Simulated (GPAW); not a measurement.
# A series of runs on MnFeGe (P6_3/mmc, 6 atoms in the cell)

```
MnFeGe
1.0
    4.10079     0.00000     0.00000
   -2.05039     3.55139     0.00000
    0.00000     0.00000     5.04690
Mn Fe Ge
2 2 2
Direct
  0.00000   0.00000   0.00000
  0.00000   0.00000   0.50000
  0.33333   0.66667   0.75000
  0.66667   0.33333   0.25000
  0.33333   0.66667   0.25000
  0.66667   0.33333   0.75000
```
Moments meant for the start (each program seeds them in its own way; μB, in the order of the atoms Mn Mn Fe Fe Ge Ge): 4.0 4.0 4.0 4.0 0.0 0.0.

Base run A: LDA (Perdew-Wang 92), GPAW PAW datasets LDA (gpaw-data 1.0.1) run with GPAW, self-consistent single point.

Its settings: spinpol = true; mode = pw; ecut = 850 eV; xc = LDA; kpts = 8 8 6; mesh shift (steps) = 0 0 0; occupations.name = methfessel-paxton; occupations.width = 0.1 eV; occupations.order = 1; nbands = -12; symmetry.symmorphic = false; symmetry.tolerance = 0.0005; maxiter = 120.

The starting cell comes from a database of computed structures (which also holds hypothetical and non-ambient phases and stackings), without a prior relaxation at this level. The magnetic order is the one reached from the typed start; others were not searched systematically. In the base run, with a pressure of about -15 GPa the cell is away from its equilibrium volume at this level.

Total energies depend on the potentials, the functional and any Hubbard or dispersion term, so they are compared only between runs that share all of them.

```json
[
 {"run": "A", "change": "base", "pressure (GPa)": "-14.85", "size of the net moment (μB/atom)": "0.91"},
 {"run": "B", "change": "xc: LDA → vdW-DF (libvdwxc); potentials: GPAW PAW datasets revPBE (gpaw-data 1.0.1) [vdW-DF]", "pressure (GPa)": "11.92", "size of the net moment (μB/atom)": "0.93"},
 {"run": "C", "change": "xc: LDA → vdW-DF2 (libvdwxc); potentials: GPAW PAW datasets PBE (gpaw-data 1.0.1) [vdW-DF2]", "pressure (GPa)": "14.85", "size of the net moment (μB/atom)": "0.92"},
 {"run": "D", "change": "xc: LDA → vdW-DF-cx (libvdwxc); potentials: GPAW PAW datasets PBE (gpaw-data 1.0.1) [vdW-DF-cx]", "pressure (GPa)": "-1.84", "size of the net moment (μB/atom)": "0.93"},
 {"run": "E", "change": "xc: LDA → optB88-vdW (libvdwxc); potentials: GPAW PAW datasets PBE (gpaw-data 1.0.1) [optB88-vdW]", "pressure (GPa)": "3.91", "size of the net moment (μB/atom)": "0.92"}
]
```

Run E against A: The pressure goes from -14.85 to 3.91 GPa and the size of the net moment hardly changes (0.91 to 0.92 μB/atom).

Run D against A: The pressure goes from -14.85 to -1.84 GPa and the size of the net moment hardly changes (0.91 to 0.93 μB/atom).

Run C against A: The pressure goes from -14.85 to 14.85 GPa and the size of the net moment hardly changes (0.91 to 0.92 μB/atom).

Left out of this page: 2 runs of the series held back from this collection.
